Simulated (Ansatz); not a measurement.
Results of r²SCAN+rVV10 in Ansatz (PAW) for P (model structure, started from the lonsdaleite type, P6₃/mmc, No. 194, 4 atoms in the cell).

Settings: plane-wave cutoff 560 eV, 18×18×10 k mesh (along the axes of the cell as run), Fermi–Dirac smearing 0.05 eV, scalar-relativistic PAW data made under PBE.

Computed at the level's own relaxed cell.

```yaml
crystal:
  lattice:
    - [3.26173, 0.00000, 0.00000]
    - [-1.63087, 2.82474, 0.00000]
    - [0.00000, 0.00000, 10.68611]
  atoms:
    - { symbol: P, position: [0.33333, 0.66667, 0.05747] }
    - { symbol: P, position: [0.66667, 0.33333, 0.55747] }
    - { symbol: P, position: [0.66667, 0.33333, 0.94253] }
    - { symbol: P, position: [0.33333, 0.66667, 0.44253] }
```

List the 12 lowest band energies at Γ above −25 eV (eV, relative to the valence band maximum), grouping those that round alike.

At Γ: -15.63, -15.60, -7.55, -7.09, -1.84, -0.83 (×2), -0.82 (×2), -0.17, 3.50 (×2).

Note: the relaxation could raise the start's symmetry but not lower it, so the cell can be a saddle point.

A model structure was made by putting elements into a prototype or built by hand; it is no filed structure, need not be a known phase, and can be a saddle point held by its symmetry.

Ansatz is a first-principles code.
